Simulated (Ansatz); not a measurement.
# SiC in the wurtzite structure (space group P6_3mc, No. 186)

```
CELL_PARAMETERS angstrom
      3.05640     0.00000     0.00000
     -1.52820     2.64692     0.00000
      0.00000     0.00000     5.01582
ATOMIC_POSITIONS crystal
  Si 0.33333 0.66667 0.99959
  Si 0.66667 0.33333 0.49959
  C  0.33333 0.66667 0.37541
  C  0.66667 0.33333 0.87541
```

The values are results of LDA (Ansatz, an electronic-structure program, PAW, no spin-orbit coupling), not measurements. Settings: 12×12×7 k-points, 0.05 eV Fermi–Dirac smearing.

The volume per atom is 10.14 Å³, the density is 3.28 g/cm³ and the band gap comes out as 2.13 eV, indirect, Γ → K. The electron mass comes out as 0.26 mₑ along c, 0.43 mₑ across and the total energy is -426.098 eV/atom (σ→0; compares only within this code and set-up).

Masses are band curvatures over ±0.01 Å⁻¹ around the edge. Whether these cells are dynamically stable was not tested.
